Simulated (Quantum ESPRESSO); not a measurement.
How far to go with the SCF threshold: Na3BrO (P4mm, 5 atoms in the cell)

```
Na3BrO
1.0
    4.51046     0.00000     0.00000
    0.00000     4.51046     0.00000
    0.00000     0.00000     4.51046
Na Br O
3 1 1
Direct
  0.01108   0.50000   0.50000
  0.50000   0.00000   0.50000
  0.50000   0.50000   0.00000
  0.00000   0.00000   0.00000
  0.50000   0.50000   0.50000
```

Level of theory: PBEsol, GBRV 1.5 ultrasoft (PBESOL) pseudopotentials (plane waves; Quantum ESPRESSO).

Base settings: ecutwfc = 40 Ry; ecutrho = 200 Ry; occupations = smearing; smearing = fermi-dirac; degauss = 0.00147 Ry; K_POINTS = automatic 3 3 3 0 0 0; conv_thr = 1e-09 Ry.

The mesh stays at the base's, so the ladder's end is converged at best in this setting alone.

Only quantities that move along the ladder and can be compared are tabulated.

The count of work is k-points × plane waves × bands × iterations; it is no time. 

The starting cell comes from a database of computed structures (which also holds hypothetical and non-ambient phases and stackings), without a prior relaxation at this level. Its lattice was rescaled by up to half a per cent. One atom was moved a little off its site on purpose.

Steps (conv_thr): 0.0073 Ry; 0.00073 Ry; 7.3e-05 Ry; 7.3e-06 Ry; 7.3e-07 Ry; 7.3e-08 Ry; 7.3e-09 Ry; 1e-09 Ry; 7.3e-10 Ry; 7.3e-12 Ry; 7.3e-14 Ry.

### Question
What is the coarsest conv_thr that holds the pressure within 0.1 GPa of the last step, with all finer ones?

### Answer
7.3e-05 Ry; the step before is off by 2.4 GPa.

### Question
What is the coarsest conv_thr that holds the free energy within 0.5 meV/atom of the last step, with all finer ones?

### Answer
7.3e-05 Ry; the step before is off by 1.2 meV/atom.

### Question
What is the coarsest conv_thr that holds the gap on the mesh within 0.02 eV of the last step, with all finer ones?

### Answer
7.3e-05 Ry; the step before is off by 0.049 eV.

```csv
conv_thr,free energy less the last step's (meV/atom),pressure (GPa),largest difference of a force vector from the last step's (eV/Å),gap on the mesh (eV),count of work / last
0.0073 Ry,1.23,-1.23,0.024,1.947,0.41
0.00073 Ry,1.23,-1.23,0.024,1.947,0.41
7.3e-05 Ry,0.01,1.13,0.003,1.993,0.47
7.3e-06 Ry,0.01,1.13,0.003,1.993,0.47
7.3e-07 Ry,0.00,1.15,0.000,1.996,0.65
7.3e-08 Ry,0.00,1.15,0.000,1.996,0.65
7.3e-09 Ry,0.00,1.15,0.000,1.996,0.71
1e-09 Ry,0.00,1.15,0.000,1.996,0.76
7.3e-10 Ry,0.00,1.15,0.000,1.996,0.76
7.3e-12 Ry,0.00,1.15,0.000,1.996,0.88
7.3e-14 Ry,0.00,1.15,0.000,1.996,1.0
```

Two neighbours can agree and both be off: 0.0073 Ry and 0.00073 Ry differ by 0.00 GPa in the pressure, yet lie about 2.4 GPa from the last step.
